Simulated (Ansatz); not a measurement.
Here is the system:

End structure of the (332) surface of fcc Pb in its 1x1 cell, outermost plane spacing 0.54 Å in the ideal cut:

```xyz
20
Lattice="3.5629 0.0000 0.0000 0.0000 16.7113 0.0000 0.0000 0.0000 26.5000" Properties=species:S:1:pos:R:3 pbc="T T T"
Pb     1.7814    13.5364     8.3573
Pb     0.0000    10.6673     8.7521
Pb     1.7814     7.6617     9.3017
Pb     0.0000     4.6563     9.8475
Pb     1.7814     1.6712    10.4263
Pb     0.0000    15.2612    10.7701
Pb     1.7814    12.2037    11.3799
Pb     0.0000     9.1752    11.8357
Pb     1.7814     6.0860    12.4000
Pb     0.0000     3.0559    12.9835
Pb     1.7814    -0.0174    13.5165
Pb     0.0000    13.6637    14.1000
Pb     1.7814    10.5746    14.6643
Pb     0.0000     7.5461    15.1201
Pb     1.7814     4.4885    15.7299
Pb     0.0000     1.3672    16.0737
Pb     1.7814    15.0934    16.6525
Pb     0.0000    12.0880    17.1983
Pb     1.7814     9.0824    17.7479
Pb     0.0000     6.2133    18.1427
```

Set-up: 20 atoms, 10.2 Å thick at the start (thin: gaps and levels are the slab's own); mesh 11x3x1; 0.1 eV smearing; dipole correction on; all atoms relaxed; start symmetry kept, larger cells not searched; no spin, no spin-orbit, no U.

Q: Predict the surface energy (mean of both faces) from PBE (Ansatz, a program for electronic structure).

A: 0.28 J/m^2

Q: What work function of the top face does PBE give?

A: 3.80 eV
